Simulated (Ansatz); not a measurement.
The reference is TaC in the rock salt structure (space group Fm-3m, No. 225; a = 4.440 Å).

The other end (x = 1) is TaBe in the rock salt structure (space group Fm-3m, No. 225; a hypothetical phase, not in the database extracts checked): 13.49 Å³/atom, gap zero; this end may not be an ambient phase.

Calculations: plane-wave PAW DFT at the PBEsol level (Ansatz, a first-principles code, 420 eV), scalar-relativistic without spin-orbit coupling.

Be replaces a fraction x of C; each row is one arrangement (x, atoms in the cell, starting space group or random), fully relaxed.

One change was made to it. Results:

| quantity | base | after |
|---|---|---|
| mixing energy (to 0.01 eV only: unlike meshes or grids) (against an end that may be hypothetical) | – | -0.12 eV/atom |
| deviation of the volume from the linear (Vegard-type) interpolation | – | -2.2 % |
| shortest interatomic distance | 2.220 Å | 2.152 Å |

Question: Which of these changes matches the shifts?
A) x(Be) = 0.75, 8 atoms, Cmmm
B) x(Be) = 0.5, 8 atoms, C2/m
C) x(Be) = 0.5, 8 atoms, I4_1/amd

Answer: C, x(Be) = 0.5, 8 atoms, I4_1/amd. For comparison, the deviation of the volume from the linear in the other runs: x(Be) = 0.5, 8 atoms, C2/m gives +0.7 %; x(Be) = 0.75, 8 atoms, Cmmm gives -0.8 %.

These are small ordered cells, not random alloys; other orderings at the same x differ. Whether these cells are dynamically stable was not tested. The final runs are not spin-polarised. An odd electron count without spin: TaC and TaBe. Under x(Be) = 0.5, 8 atoms, C2/m the cell changed shape so far that it is another structure.
